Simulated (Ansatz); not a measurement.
Start from MgO in the rock salt structure (space group Fm-3m, No. 225).

```xyz
2
Lattice="0.0000 2.1074 2.1074 2.1074 0.0000 2.1074 2.1074 2.1074 0.0000" Properties=species:S:1:pos:R:3 pbc="T T T"
O      0.0000     0.0000     0.0000
Mg     2.1074     2.1074     2.1074
```

Level of theory: PBEsol in Ansatz (plane waves to 420 eV, PAW, no spin-orbit coupling), earlier PAW set.

For the base:

- Gap between the host's bands = 4.62 eV

One thing is altered: electron doping at 1.0×10^21 cm⁻³ (0.0187 per cell), with a uniform compensating background at fixed cell and a 300 K Fermi–Dirac width.

Q: Estimate the effect on the gap between the host's bands.

A: The gap between the host's bands shrinks by 0.02 eV, from 4.62 eV to 4.60 eV.

Q: Estimate the effect on the Fermi level from band edge.

A: The Fermi level relative to the doped band's edge (positive inside the band; to 0.05 eV) is +0.85 eV.

Charged cell with a jellium background: band edges are those of the host's band count, energies are not comparable with the neutral cell, and many-body gap narrowing is missing. Gaps are read on the SCF mesh and a high-symmetry path. Stability against distortions was not tested.

Ansatz is a program for electronic structure.
